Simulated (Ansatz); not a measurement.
The reference is Pt in the fcc (Cu type) structure (space group Fm-3m, No. 225; a = 3.9701 Å).

Levels (all Ansatz, a program for electronic structure, PAW, earlier PAW set): PBE (420 eV, no spin-orbit coupling); r2SCAN (500 eV, without spin-orbit coupling).

The geometry is relaxed with PBE.

| Quantity | Value |
|---|---|
| PBE pressure | 0.0 GPa |

With r2SCAN at the same geometry, the pressure goes from zero to -5.8 GPa.

Single points use the geometry relaxed with PBE. Their cutoffs differ, which shifts pressures a little. Whether these cells are dynamically stable was not tested. The final runs are not spin-polarised.
